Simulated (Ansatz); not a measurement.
A computed series for SiC: response to strain

Start from SiC in the zinc blende structure (space group F-43m, No. 216; a = 4.356 Å). Axes: x, y, z lie along the cube axes.

Strains are applied to the cell and any free atomic positions relax; under biaxial strain the out-of-plane vector relaxes too.

Calculations: r2SCAN (Ansatz, an electronic-structure program), scalar-relativistic without spin-orbit coupling.

```tsv
change	space group	volume per atom	band gap	electron mass
base	F-43m (No. 216)	10.33 Å³	1.71 eV	0.64 mₑ along k, 0.23 mₑ across (at X)
biaxial strain +0.61 %, plane normal [001], relaxed out of plane	I-4m2 (No. 119)	10.42 Å³	1.61 eV	0.63 mₑ along k, 0.23 mₑ across (at X)
isotropic strain −4.37 %	F-43m (No. 216)	9.04 Å³	1.61 eV	0.61 mₑ along k, 0.22 mₑ across (at X)
isotropic strain −1.24 %	F-43m (No. 216)	9.95 Å³	1.69 eV	0.63 mₑ along k, 0.22 mₑ across (at X)
isotropic strain +5.41 %	F-43m (No. 216)	12.10 Å³	1.80 eV	0.71 mₑ along k, 0.24 mₑ across (at X)
```

Masses are band curvatures over ±0.01 Å⁻¹ around the edge. Along k means along the line from Γ to the band edge. Whether these cells are dynamically stable was not tested.
